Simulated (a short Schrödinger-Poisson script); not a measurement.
Symmetric double-gate stack, SiO2 on p-type Si(111)

Structure: symmetric double-gate stack, SiO2 on p-type Si(111), at 150 K.

```csv
layer,material,thickness (nm),Na (cm⁻³)
1,SiO2,4,-
2,Si,8,1e18
3,SiO2,4,-
```

The device is made up for the run: typed textbook-type constants, with dimensions and the other settings drawn at random. SiO2: permittivity 3.9, conduction-band edge (eV) 3.15, gap (eV) 9, electron mass (mₑ) 0.5. Si: permittivity 11.7, conduction-band edge (eV) 0, gap (eV) 1.124, Nv at 300 K (cm⁻³) 3.1e19.

Channel valleys (confinement mass, in-plane density-of-states mass, number): Δ6 0.258, 0.358, 6. At the gates, both at one voltage, the conduction-band edge of layer 1 lies 3.21 eV − eVg above the Fermi level of the channel. Gaps are held at their typed values at every temperature. Mesh 0.03 nm at interfaces.

From a short Schrödinger-Poisson script (our own, NumPy): 1D Poisson equation in equilibrium, electrons quantum, Hartree (BenDaniel-Duke, 12 states a valley, the channel's in-plane mass for all, wave functions free to enter the dielectric), parabolic valleys, classical holes, full ionisation, no traps, pinning or gate leakage.

| Vg (V) | electrons (cm⁻²) | C (μF/cm²) | Δ6 E0 (meV) | Δ6 E1 (meV) |
|---|---|---|---|---|
| 0 | 3.51e7 | < 0.003 | 164.4 | 221.4 |
| 0.15 | 3.00e11 | 1.05 | 47.3 | 103.0 |
| 0.3 | 1.48e12 | 1.36 | 26.0 | 77.3 |
| 0.45 | 2.79e12 | 1.42 | 17.3 | 64.0 |
| 0.6 | 4.13e12 | 1.45 | 11.6 | 54.2 |
| 0.75 | 5.51e12 | 1.48 | 7.4 | 46.2 |
| 0.9 | 6.90e12 | 1.50 | 4.0 | 39.6 |
| 1.05 | 8.30e12 | 1.51 | 1.3 | 33.9 |
| 1.2 | 9.72e12 | 1.52 | -1.1 | 29.0 |
| 1.35 | 1.12e13 | 1.54 | -3.2 | 24.7 |
| 1.5 | 1.26e13 | 1.55 | -5.0 | 20.9 |
| 1.65 | 1.40e13 | 1.55 | -6.6 | 17.6 |
| 1.8 | 1.55e13 | 1.56 | -8.1 | 14.5 |
| 1.95 | 1.70e13 | 1.57 | -9.5 | 11.7 |
| 2.1 | 1.84e13 | 1.57 | -10.7 | 9.2 |
| 2.25 | 1.99e13 | 1.58 | -11.9 | 6.9 |

Gate voltages with under 1e6 electrons/cm² are left out.

Subbands count from the Fermi level. The capacitance is that of both gates.
